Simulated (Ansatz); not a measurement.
The reference is BaLiF3 in the cubic perovskite structure (space group Pm-3m, No. 221; a = 3.958 Å; a cell from a computed database, its experimental status unchecked).

Perturbation: Be takes the place of Ba on all its sites, then cell and atoms are relaxed.

Levels (all Ansatz, a program for electronic structure, PAW): PBEsol (420 eV, without spin-orbit coupling); PBEsol+SOC (420 eV, spin-orbit coupling included).

The geometry is relaxed with PBEsol.

| Property | Result |
|---|---|
| PBEsol band gap | 1.74 eV |
| PBEsol smallest direct gap | 2.12 eV |
| PBEsol width of the top valence band | 0.55 eV |

With PBEsol+SOC at the same geometry, the band gap shrinks by 0.01 eV to 1.73 eV; the smallest direct gap drops by 0.02 eV, from 2.12 eV to 2.10 eV; the width of the top valence band stays essentially unchanged (0.55 eV against 0.56 eV).

Single points use the geometry relaxed with PBEsol. Differences between runs with and without spin-orbit coupling are approximate. Stability against distortions was not tested. As relaxed here, LiBeF3 is a hypothetical phase, not in the database extracts checked. Many cubic perovskites are stable only at high temperature; tilts and polar distortions were not tested.
